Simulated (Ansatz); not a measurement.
The reference is BAs in the zinc blende structure (space group F-43m, No. 216; a = 4.7679 Å).

Now apply this change: a hydrostatic pressure of 22.5 GPa.

Levels (all Ansatz, a first-principles code, PAW): PBEsol (420 eV, no spin-orbit coupling); r2SCAN (500 eV, no SOC); HSE06 (420 eV, no spin-orbit coupling).

One geometry, relaxed with PBEsol, under each level:

Notes on the quantities. hole mass: degenerate bands, along [100].

| level | band gap | lowest conduction level above the VBM at special points | electron mass | hole mass | pressure |
|---|---|---|---|---|---|
| PBEsol | 0.95 eV | X 1.17 eV; U 1.87 eV; K 1.87 eV; Γ 3.42 eV | 1.1 mₑ along k, 0.21 mₑ across (off the special points) | 0.21, 0.21, 0.28 mₑ (at Γ) | 22.50 GPa |
| r2SCAN | ___ | ___ | 1.1 mₑ along k, 0.21 mₑ across (off the special points) | ___ | ___ |
| HSE06 | 1.69 eV | X 1.88 eV; U 2.67 eV; K 2.67 eV; Γ 4.30 eV | – | – | – |

Question: Give the withheld r2SCAN results.

Answer: 
- r2SCAN, band gap: 1.23 eV
- r2SCAN, lowest conduction level above the VBM at special points: X 1.42 eV; U 2.20 eV; K 2.20 eV; Γ 3.61 eV
- r2SCAN, hole mass: 0.20, 0.20, 0.26 mₑ (at Γ)
- r2SCAN, pressure: 24.86 GPa

Single points use the geometry relaxed with PBEsol. Their cutoffs differ, which shifts pressures a little. The hybrid gap comes from the SCF mesh plus the semilocal run's edge points and a few special points and is an upper bound. Load acts through the strain it causes; cell and atoms are relaxed under it. Effective masses come from finite differences of ±0.01 Å⁻¹. Along k means along the line from Γ to the band edge. Whether these cells are dynamically stable was not tested. Competing high-pressure phases were not computed.
